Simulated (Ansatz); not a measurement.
Worked example: self-consistent single point of Tc3N (P-6m2, 4 atoms in the cell) in Ansatz (a program for electronic structure)

Method: PBEsol, default PAW files made with PBE (plane waves; Ansatz).

Input as run:

Ansatz 0.2 input:
```yaml
crystal:
  lattice:
    - [2.79779000, 0.00000000, 0.00000000]
    - [-1.39889500, 2.42295700, 0.00000000]
    - [0.00000000, 0.00000000, 7.03934000]
  atoms:
    - { symbol: Tc, position: [0.00000000, 0.00000000, 0.50000000] }
    - { symbol: Tc, position: [0.66666700, 0.33333300, 0.80333000] }
    - { symbol: Tc, position: [0.66666700, 0.33333300, 0.19667000] }
    - { symbol: N, position: [0.00000000, 0.00000000, 0.00000000] }
kpoints:
  mp_grid: { grid: [14, 14, 5] }
hamiltonian:
  xc: pbesol
  pseudopotentials: { kind: paw }
scf:
  occupations: { method: gaussian, width: 0.0037 Ry }
output:
  forces: true
  eigenvalues: true
  stress: true
```

Log, with long lists cut:

```
WARN the atoms were moved onto the symmetric positions of the space group found under crystal.symmetry.tolerance 1.0e-5 (fractional …
WARN basis.ecutwfc = 500 eV, the default
WARN ansatz: RAYON_NUM_THREADS=1 ignored (pool sized by the plan → 1); use --threads N
Pseudopotentials: kind: paw
Pseudopotential: Tc, paw, valence charge 15
Pseudopotential: N, paw, valence charge 5
Crystal: 4 atoms, lattice volume = 47.719 Å³
Basis set: ecut = 500 eV, 1213 PW (Γ), exchange–correlation on 48×48×108 points (8 copies of the dense FFT grid, shifted against one another)
Bands: 30, of which v1, the nominal top of the filled ones, is band 25 counted from 1 (24 counted from 0)
Symmetry: 12 space group operations
Space group: P-6m2 (ITA 187), of the structure as read, at distance tolerance 3.6e-5 Å
k-points: 72 of 980 (time reversal used)
PAW frozen core: Tc, regenerated for the run's functional, and the local potential with it
PAW frozen core: N, regenerated for the run's functional, and the local potential with it
Initial density: superposition of atomic densities (chi_scale 0.1, normalization cell, long waves kept (reshape's long-wave potential 0.97 eV rms))
Initial wavefunctions: pseudopotential atomic-orbital guess
Eigensolver: davidson
Functional: x = pbesol(κ = 0.804, μ = 0.12345679012345678), c = pbesol(β = 0.046)
SCF iter   1: F=—  HF=-16400.965373 eV  |F-HF|=—  |Δ(HF+E_count)|=         —  Δρ=1.92e-1  dr2=1.09e2  ethr=3.10e-3  ⟨swp⟩=6.1  Hψ=8593  notcnv=0
all-band conjugate gradients solve this SCF's bands
preconditioner: auto → Kerker (q_TF=auto, 2.750 Å⁻¹)
SCF iter   2: F=—  HF=-16395.740767 eV  |F-HF|=—  |Δ(HF+E_count)|=    5.22e0  Δρ=1.04e-1  dr2=4.04e1  ethr=3.10e-3  ⟨swp⟩=2.5  Hψ=4000  notcnv=0  defer=48
SCF iter   3: F=—  HF=-16392.653887 eV  |F-HF|=—  |Δ(HF+E_count)|=    3.09e0  Δρ=2.91e-2  dr2=7.14e-1  ethr=3.10e-3  ⟨swp⟩=3.3  Hψ=4525  notcnv=0  defer=54
SCF iter   4: F=—  HF=-16392.476201 eV  |F-HF|=—  |Δ(HF+E_count)|=   1.78e-1  Δρ=9.27e-3  dr2=1.73e-1  ethr=1.43e-3  ⟨swp⟩=2.1  Hψ=3737  notcnv=0  defer=54
SCF iter   5: F=—  HF=-16392.446667 eV  |F-HF|=—  |Δ(HF+E_count)|=   2.95e-2  Δρ=2.99e-3  dr2=5.71e-3  ethr=3.46e-4  ⟨swp⟩=2.1  Hψ=3262  notcnv=0  defer=54
SCF iter   6: F=—  HF=-16392.445859 eV  |F-HF|=—  |Δ(HF+E_count)|=   8.08e-4  Δρ=9.20e-4  dr2=5.47e-4  ethr=1.14e-5  ⟨swp⟩=2.0  Hψ=3174  notcnv=0  defer=54
SCF iter   7: F=—  HF=-16392.445780 eV  |F-HF|=—  |Δ(HF+E_count)|=   7.87e-5  Δρ=2.04e-4  dr2=2.03e-5  ethr=1.09e-6  ⟨swp⟩=2.1  Hψ=2995  notcnv=0  defer=54
SCF iter   8: F=—  HF=-16392.445784 eV  |F-HF|=—  |Δ(HF+E_count)|=   4.05e-6  Δρ=4.61e-5  dr2=1.09e-6  ethr=4.07e-8  ⟨swp⟩=1.8  Hψ=2707  notcnv=0  defer=54
SCF iter   9: F=-16392.445784 eV  HF=-16392.445784 eV  |F-HF|=4.61e-9  |Δ(HF+E_count)|=   4.21e-8  Δρ=4.72e-6  dr2=1.00e-8  ethr=2.00e-10  ⟨swp⟩=8.5  Hψ=9760  notcnv=0
SCF 1 converged in 9 iterations: F = -16392.445784 eV  dr2 = 1.00e-8
SCF converged after 9 iterations
Free energy (F): -16392.445784 eV
Harris-Foulkes:  -16392.445784 eV  (|F-HF|=4.61e-9)
Internal energy: -16392.442697 eV  (E = F + TS)
E sigma→0 (E₀):  -16392.444241 eV
Entropy (-TS):   -0.003087 eV (-0.772 meV/atom)
Fermi energy:    21.974542 eV
--- Per-component energies (eV) ---
  E_band       = -126.335292
  E_kinetic    = 1997.776455
  E_local      = -3675.662274  (includes V_loc(G=0)·N_el)
  E_nonlocal   = 911.286113
  E_hartree    = 991.416744
  E_xc         = -773.088953
  E_vxc        = -958.069857  (∫ρ·V_xc dr)
  E_paw        = -9780.945284  (= ΣΔE_a)
  E_vpaw       = -384.497736  (= ΣTr[D̂ρ^β])
  E_aug_tail   = -0.000020  (compensation charges beyond the density's cutoff)
  E_ewald      = -6063.934111
  E_core_change = 0.708632  (= ΣΔE_core)
  E_smearing   = -0.003087  (= −TS)
  E_closure    = -0.000000  (closes the sum)
  Σ components = -16392.445784   (vs F -16392.445784, Δ=0.00e0)
--- Forces (eV/Å), atoms counted from 1 ---
  atom   1  Tc     0.00000000    -0.00000000     0.00000000
  atom   2  Tc    -0.00000000    -0.00000000     0.21876341
  atom   3  Tc    -0.00000000    -0.00000000    -0.21876341
  atom   4  N      0.00000000    -0.00000000     0.00000000
  max |Σ_I F_I| component: 6.11e-16 eV/Å
--- Stress (GPa, compression-positive) ---
       -5.630876       0.000000       0.000000
        0.000000      -5.630876       0.000000
        0.000000       0.000000      -6.532412
  P = ⅓ Tr σ = -5.9314 GPa (-59.314 kbar)
  The stress holds the Pulay correction. Without it, at fixed plane waves, as pw.x and ABINIT print it: P = -5.9504 GPa
--- Band table (eV; the first three rows and the last of 72) ---
  k-point 0: bands = ["-45.3495", "-45.2984", "-44.7413", "-17.7026", "-17.6397", "-16.9904", "-16.9904", "-16.9471", "-16.9471", "-16.5518", "-16.3767", "-16.3767", "5.0973", "14.0033", "15.8461", "16.5848", "17.1654", "17.1654", "19.7375", [...]
  k-point 1: bands = ["-45.3456", "-45.3026", "-44.7410", "-17.8272", "-17.4854", "-16.9875", "-16.9875", "-16.9503", "-16.9503", "-16.5820", "-16.3765", "-16.3765", "5.1045", "13.8693", "15.9480", "16.7376", "17.1751", "17.1751", "19.7363", [...]
  k-point 2: bands = ["-45.3368", "-45.3121", "-44.7403", "-17.9113", "-17.3451", "-16.9812", "-16.9812", "-16.9569", "-16.9569", "-16.6391", "-16.3761", "-16.3761", "5.1163", "13.6866", "16.0801", "16.9846", "17.1908", "17.1908", "19.7387", [...]
  k-point 71: bands = ["-45.2067", "-45.1734", "-44.6349", "-17.6998", "-17.5844", "-17.5404", "-17.5052", "-17.4648", "-17.3671", "-16.8731", "-16.7163", "-16.6522", "6.3417", "13.9846", "15.2715", "15.4645", "17.8736", "17.9961", "18.4685", [...]
```

The run converged in 9 iterations.

The starting cell comes from a database of computed structures (which also holds hypothetical and non-ambient phases and stackings), without a prior relaxation at this level. Spin polarisation is off. With a pressure of about -6 GPa the cell is away from its equilibrium volume at this level. Ansatz's pressure includes its estimate of the finite-basis (Pulay) stress.
